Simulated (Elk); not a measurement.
Input and output of a self-consistent single point for Sr2TaNO3 (Immm, 7 atoms in the cell) (Elk).

Level of theory: PBEsol, all-electron FP-LAPW, Elk's shipped species files, default APW+lo basis (Elk).

```yaml
crystal:
  lattice:
    - [-2.01750, 2.04472, 6.37695]
    - [2.01750, -2.04472, 6.37695]
    - [2.01750, 2.04472, -6.37695]
  atoms:
    - { symbol: Sr, position: [0.64477, 0.64477, 0.00000] }
    - { symbol: Sr, position: [0.35523, 0.35523, 0.00000] }
    - { symbol: Ta, position: [0.00000, 0.00000, 0.00000] }
    - { symbol: N, position: [0.50000, 0.00000, 0.50000] }
    - { symbol: O, position: [0.83918, 0.83918, 0.00000] }
    - { symbol: O, position: [0.16082, 0.16082, 0.00000] }
    - { symbol: O, position: [0.00000, 0.50000, 0.50000] }
```

Reference input (self-consistent single point, DFT, LDA (PW92), all-electron FP-LAPW, Elk's shipped species files, default APW+lo basis): stype = 0; swidth = 0.0001 Ha; ngridk = 5 5 5; maxscl = 100. This run's input differs from it in these lines:

```diff
@@ -2,2 +2,5 @@
   0
+
+xctype
+  22
```

The program printed (abridged):

```
│ Self-consistent loop started │
│ Loop number : 1 │
 total energy                :     -22249.4564082
│ Loop number : 2 │
 total energy                :     -22250.1974963
RMS change in Kohn-Sham potential (target) :    1.379639784     (  0.1000000000E-05)
Absolute change in total energy (target)   :   0.7410880946     (  0.1000000000E-03)
│ Loop number : 3 │
 total energy                :     -22249.5279229
RMS change in Kohn-Sham potential (target) :    1.355053885     (  0.1000000000E-05)
Absolute change in total energy (target)   :   0.4843014359     (  0.1000000000E-03)
│ Loop number : 4 │
   [... lines left out ...]
Absolute change in total energy (target)   :   0.2829167533E-03 (  0.1000000000E-03)
│ Loop number : 17 │
 total energy                :     -22257.5181413
RMS change in Kohn-Sham potential (target) :   0.1050098997E-05 (  0.1000000000E-05)
Absolute change in total energy (target)   :   0.2532134531E-03 (  0.1000000000E-03)
│ Loop number : 18 │
 total energy                :     -22257.5181325
RMS change in Kohn-Sham potential (target) :   0.3778446922E-06 (  0.1000000000E-05)
Absolute change in total energy (target)   :   0.7208339230E-04 (  0.1000000000E-03)
Convergence targets achieved

│ Loop number : 19 │

Energies :
 Fermi                       :     0.272479011593
 total energy                :     -22257.5181175

Density of states at Fermi energy :   0.8217731561E-05
 (states/Hartree/unit cell)

Estimated indirect band gap :   0.2327687463E-01
 from k-point      1 to k-point      1
Estimated direct band gap   :   0.2327687463E-01
 at k-point      1

Charges :
 core                        :    110.0000000
 valence                     :    70.00000000
 interstitial                :    12.09897798
 muffin-tins (core leakage)
  species :    1 (Sr)
   atom    1                 :    36.00921397     (  0.2895635215E-04)
   atom    2                 :    36.00921397     (  0.2895635215E-04)
  species :    2 (Ta)
   atom    1                 :    69.54747475     (  0.3369842273E-04)
   [... lines left out ...]
   atom    1                 :    6.675396236     (  0.5160828442E-06)
   atom    2                 :    6.675396236     (  0.5160828442E-06)
   atom    3                 :    6.767643487     (  0.5219410408E-06)
 total in muffin-tins        :    167.9010220
 total calculated charge     :    180.0078498
 total charge                :    180.0000000
 error                       :   0.7849827619E-02

│ Self-consistent loop stopped │
```

The run converged in 19 iterations. The count includes the last loop, which Elk runs after its targets are met. Against the reference run the gap on the mesh goes from 0.599 to 0.633 eV.

The starting cell comes from a database of computed structures (which also holds hypothetical and non-ambient phases and stackings), without a prior relaxation at this level. Spin-orbit coupling is off. Values depend on the basis (sphere radii, cutoffs, local orbitals), which need not be converged.

Cost on one core of a shared machine: roughly 3 min.
